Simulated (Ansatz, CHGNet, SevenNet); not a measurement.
# Lattice constant a of SnSe (model structure, started from the 4H type, P6₃mc, No. 186, 8 atoms in the cell) at several levels of theory

No measured value is used here.

```tsv
level (code)	value (Å)
CHGNet 0.3.0	4.018
CHGNet-r²SCAN	3.885
SevenNet-0	5.176
LDA (Ansatz)	[?]
PBE (Ansatz)	5.116
PBEsol (Ansatz)	[?]
PBE-D3(BJ) (Ansatz)	5.085
r²SCAN (Ansatz)	5.085
r²SCAN+rVV10 (Ansatz)	[?]
```

Q: Complete the blanks.

A: 
- LDA (Ansatz, a quantum-chemistry and plane-wave program), value (Å): 4.970
- PBEsol (Ansatz), value (Å): 5.023
- r²SCAN+rVV10 (Ansatz), value (Å): 5.052

CHGNet 0.3.0, CHGNet-r²SCAN: the cell has another shape than the first-principles one, perhaps another minimum in the same group. PBE-D3(BJ): a distance lies near a switch of the dispersion term, which can move the cell. Cutoffs differ between the levels. Ansatz's density-functional and Hartree–Fock values are scalar-relativistic unless marked +SOC, with PAW data made under PBE.

Machine-learned potentials (CHGNet 0.3.0, CHGNet-r²SCAN, SevenNet-0) are trained on DFT data: a solid inside that data is no test of them.

A model structure was made by putting elements into a prototype or built by hand; it is no filed structure, need not be a known phase, and can be a saddle point held by its symmetry.
